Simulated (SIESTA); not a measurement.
A self-consistent single point of HfO2 (P4_2/nmc, 6 atoms in the cell) with SIESTA.

Method: GGA PBE, numerical atomic orbitals DZP, PseudoDojo PBE standard norm-conserving potentials (rewritten from UPF to PSML) (SIESTA).

```xyz
6
Lattice="3.5562 0.0000 0.0000 0.0000 3.5562 0.0000 0.0000 0.0000 5.1693" Properties=species:S:1:pos:R:3 pbc="T T T"
Hf     1.7781     1.7781     2.5846
Hf     0.0000     0.0000     0.0000
O      0.0000     1.7781     3.6041
O      0.0000     1.7781     1.0194
O      1.7781     0.0000     4.1498
O      1.7781     0.0000     1.5652
```

Reference input (self-consistent single point, DFT, GGA PBE, numerical atomic orbitals DZP, PseudoDojo PBE standard norm-conserving potentials (rewritten from UPF to PSML)): XC.functional = GGA; XC.authors = PBE; potentials = PseudoDojo PBE standard; PAO.BasisSize = DZP; PAO.EnergyShift = 0.01 Ry; MeshCutoff = 300 Ry; kgrid.MonkhorstPack = 5 5 4; OccupationFunction = FD; ElectronicTemperature = 580.23 K; MaxSCFIterations = 150; SCF.Mixer.Method = Broyden; SCF.Mixer.Weight = 0.25. This run's input differs from it in these lines:

```diff
@@ -30,3 +30,3 @@
 PAO.EnergyShift              0.01 Ry
-MeshCutoff                   300 Ry
+MeshCutoff                   210 Ry
 %block kgrid.MonkhorstPack
```

Output (repeated stretches shortened):

```
        iscf     Eharris(eV)        E_KS(eV)     FreeEng(eV)     dDmax    Ef(eV) dHmax(eV)
   scf:    1    -4850.604619    -4867.995514    -4867.995514  1.552810 -2.244092  9.083556
   scf:    2    -4884.456553    -4877.948902    -4877.948902  0.211471 -4.096031  3.823585
   scf:    3    -4879.422621    -4879.115860    -4879.115860  0.123879 -2.276053  0.949842
   scf:    4    -4879.112765    -4879.143427    -4879.143427  0.059191 -2.733019  0.483340
   scf:    5    -4879.141717    -4879.167256    -4879.167256  0.030147 -3.029093  0.233948
   [... 3 lines left out ...]
   scf:    9    -4879.175780    -4879.175780    -4879.175780  0.000032 -2.928999  0.001206
   scf:   10    -4879.175780    -4879.175780    -4879.175780  0.000051 -2.928699  0.000442
   scf:   11    -4879.175780    -4879.175780    -4879.175780  0.000023 -2.928599  0.000145
   scf:   12    -4879.175780    -4879.175780    -4879.175780  0.000007 -2.928642  0.000115
SCF Convergence by DM+H criterion
max |DM_out - DM_in|         :     0.0000065353
max |H_out - H_in|      (eV) :     0.0001145971
SCF cycle converged after 12 iterations

Using DM_out to compute the final energy and forces

siesta: E_KS(eV) =            -4879.1758

siesta: E_KS - E_eggbox =     -4879.1758

siesta: Atomic forces (eV/Ang):
     1   -0.000000    0.000000    0.000000
     2   -0.000000    0.000000   -0.000000
     3    0.000000    0.000000    0.379973
     4    0.000000    0.000000    0.379973
     5    0.000000   -0.000000   -0.379973
     6    0.000000    0.000000   -0.379973
   Tot    0.000000    0.000000   -0.000000
   Max    0.379973
   Res    0.179121    sqrt( Sum f_i^2 / 3N )
   Max    0.379973    constrained

   [... lines left out ...]
siesta: FreeEng =     -4879.175780
siesta: Cell volume =         65.375033 Ang**3
siesta:         114.43736804        117.82558263  kBar
   [... lines left out ...]
   4  6.618   1.752  -0.000   1.715   1.758   1.734  -0.109  -0.136  -0.128
   [... 5 lines left out ...]

mulliken: Qtot =       48.000

Mulliken Atomic Populations:
Atom #   charge [q] valence [e]  Species
     1     1.236568   10.763432  Hf
     2     1.236568   10.763432  Hf
     3    -0.618284    6.618284  O
     4    -0.618284    6.618284  O
     5    -0.618284    6.618284  O
     6    -0.618284    6.618284  O
 Total     0.000000
```

The run converged in 12 iterations. Against the reference run the free energy goes up by 1.6 meV/atom, the pressure goes from 11.62 to 11.44 GPa, the largest force hardly changes (0.376 to 0.380 eV/Å) and the gap on the mesh stays at 4.550 eV.

The starting cell comes from a database of computed structures (which also holds hypothetical and non-ambient phases and stackings), without a prior relaxation at this level. Its lattice was rescaled by a random factor within 2.5 % of one. Spin-orbit coupling is off. Values carry the incompleteness of an atom-centred basis.
